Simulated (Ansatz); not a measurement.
SiH3 on the 1x1 (101) surface of anatase TiO2 (cut with top plane O), one in a 2x1 cell, energies for each (39.6 Å²). Energies are against SiH4(g) − ½ H2(g), without zero-point or thermal terms; each row is named by its start (#2, #3: further inequivalent places of a kind). No converged result for: 2 more starts.

Host crystal: anatase TiO2, with a band gap (PBE, scalar-relativistic without spin-orbit coupling).

Level of theory: PBE (plane waves to 420 eV, PAW; Ansatz, an electronic-structure program).

Slab: 40 atoms, 9.4 Å thick at the start under the adsorbate (thin: gaps and levels are the slab's own); k 3x4x1, smearing 0.01 eV, dipole-corrected; 14 atoms held, the rest relaxed; each run with such symmetry as its start has; spin-polarised, no spin-orbit, no U, no dispersion correction.

A negative adsorption energy means that the adsorbate is more stable on the surface than in its reference. Starts that drift may end in the same place. Heights count from the host atoms within 0.3 Å of the top one. Moments of ungapped slabs depend on the mesh.

```json
[
 {"starting site": "top O", "E_ads (eV)": "-0.39", "height (Å)": "1.65", "nearest host atom (Å)": "O 1.67", "bonded to": "O", "change of the vacuum step (eV)": "-1.19", "lateral drift (Å)": "0.4", "moment (μB)": "0.4"},
 {"starting site": "top O #2", "E_ads (eV)": "0.29", "height (Å)": "1.56", "nearest host atom (Å)": "O 1.69", "bonded to": "O + Ti", "change of the vacuum step (eV)": "-1.26", "lateral drift (Å)": "0.2", "moment (μB)": "0.5"},
 {"starting site": "hollow O-O-O over O at depth 4.4 Å", "E_ads (eV)": "-0.39", "height (Å)": "1.65", "nearest host atom (Å)": "O 1.67", "bonded to": "O", "change of the vacuum step (eV)": "-1.19", "lateral drift (Å)": "2.0", "moment (μB)": "0.4"},
 {"starting site": "bridge O-O-O (span 3.8 Å)", "E_ads (eV)": "-0.39", "height (Å)": "1.65", "nearest host atom (Å)": "O 1.67", "bonded to": "O", "change of the vacuum step (eV)": "-1.19", "lateral drift (Å)": "1.9", "moment (μB)": "0.4"},
 {"starting site": "bridge O-O (span 2.8 Å)", "E_ads (eV)": "-0.39", "height (Å)": "1.65", "nearest host atom (Å)": "O 1.67", "bonded to": "O", "change of the vacuum step (eV)": "-1.19", "lateral drift (Å)": "1.8", "moment (μB)": "0.4"}
]
```
